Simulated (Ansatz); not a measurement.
Base system: WC (space group P-6m2, No. 187; relaxed with 0.1 eV smearing).

```
CELL_PARAMETERS angstrom
      2.88431     0.00000     0.00000
     -1.44215     2.49788     0.00000
      0.00000     0.00000     2.81153
ATOMIC_POSITIONS crystal
  W  0.00000 0.00000 0.00000
  C  0.33333 0.66667 0.50000
```

Cartesian axes are those of the cell as printed.

Calculations: LDA (Ansatz, an electronic-structure program), no SOC.

Strains are applied to the cell and any free atomic positions relax.

One change was made to it. Results:

The energy rises by 31 meV/atom; the band gap stays zero.

Question: Which change produced these results?
A. uniaxial strain ε_zz = −3.00 %
B. uniaxial strain ε_zz = −2.50 %
C. uniaxial strain ε_zz = +1.50 %
D. uniaxial strain ε_zz = −2.00 %
E. uniaxial strain ε_zz = +3.00 %

Answer: A, uniaxial strain ε_zz = −3.00 %. For comparison, the energy relative to the base in the other runs: uniaxial strain ε_zz = −2.00 % gives +13 meV/atom; uniaxial strain ε_zz = −2.50 % gives +21 meV/atom; uniaxial strain ε_zz = +1.50 % gives +7.0 meV/atom; uniaxial strain ε_zz = +3.00 % gives +27 meV/atom.

No phonon test of stability was made. All final runs are without spin polarisation.
